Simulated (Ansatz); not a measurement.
**Effective masses and thermopower of CaZn₂P₂ (P-3m1)**

Here is the system:

```xyz
5
Lattice="3.9837 0.0000 0.0000 -1.9919 3.4500 0.0000 0.0000 0.0000 6.7274" Properties=species:S:1:pos:R:3 pbc="T T T"
Ca     0.0000     0.0000     0.0000
Zn     0.0000     2.3000     4.2605
Zn     1.9919     1.1500     2.4669
P      1.9919     1.1500     4.9683
P      0.0000     2.3000     1.7591
```

Calculation: PBEsol, rigid bands (plane waves, PAW, scalar-relativistic; Ansatz, an electronic-structure program). Geometry: cell and atoms relaxed with PBEsol.

```
Quantity                                                                                                                                                           Value
---------------------------------------------------------------------------------------------------------------------------------------  -------------------------------
band gap                                                                                                                                                         0.72 eV
electron conductivity mass (300 K, dilute)                                                                                               0.24 (x), 0.24 (y), 1.43 (z) mₑ
hole conductivity mass (300 K, dilute)                                                                                                   0.30 (x), 0.30 (y), 0.57 (z) mₑ
effective density of states N_c (300 K)                                                                                                                      3.4e19 cm⁻³
effective density of states N_v (300 K)                                                                                                                      1.4e19 cm⁻³
density-of-states mass, electrons                                                                                                                                1.23 mₑ
density-of-states mass, holes                                                                                                                                    0.69 mₑ
Seebeck coefficient, n-type 1e19 cm⁻³, 300 K                                                                                                                   -323 μV/K
best n-type power factor at 300 K for τ = 10 fs (best axis; densities from 1e16 to 1e21 cm⁻³ tried, whether or not they can be reached)       25 μW/(cm·K²) at 1e20 cm⁻³
Seebeck coefficient, p-type 1e19 cm⁻³, 300 K                                                                                                                    265 μV/K
best p-type power factor at 300 K for τ = 10 fs (best axis; densities from 1e16 to 1e21 cm⁻³ tried, whether or not they can be reached)      9.0 μW/(cm·K²) at 1e20 cm⁻³
```

Rigid bands; masses and Seebeck coefficients take one relaxation time τ for all states and one kind of carrier; polarons and phonon drag are left out. Spin-orbit coupling is left out; where it splits the top of the valence band, N_v and the p-type Seebeck coefficient come out somewhat high without it.

Formula and space group known from diffraction (Crystallography Open Database), not checked to be the room-temperature form: CaZn2P2 (P-3m1).
